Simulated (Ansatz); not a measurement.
Consider MgSe in the rock salt structure (space group Fm-3m, No. 225; a = 5.4733 Å). Axes: x, y, z lie along the cube axes.

Now apply this change: the cell is stretched by 5.98 % along y with no lateral relaxation; the atoms relax in the strained cell.

Levels (all Ansatz, a program for electronic structure, PAW, earlier PAW set): r2SCAN (500 eV, spin-orbit coupling left out); HSE06+SOC (420 eV, with spin-orbit coupling).

The geometry is relaxed with r2SCAN.

```
Item                                         Result
----------------------------  ---------------------
r2SCAN valence-band top at Γ  0.00, -0.25, -0.25 eV
r2SCAN band gap                             2.16 eV
```

Task: What does HSE06+SOC give at this geometry for the valence-band top at Γ and band gap?

Result: The valence-band top at Γ (three highest Kramers pairs, from the VBM) becomes 0.00, -0.22, -0.60 eV (r2SCAN: 0.00, -0.25, -0.25 eV); the band gap goes up by 0.06 eV to 2.22 eV.

Single points use the geometry relaxed with r2SCAN. The hybrid gap comes from the SCF mesh plus the semilocal run's edge points and a few special points and is an upper bound. The spin-orbit shifts are approximate. Whether these cells are dynamically stable was not tested.
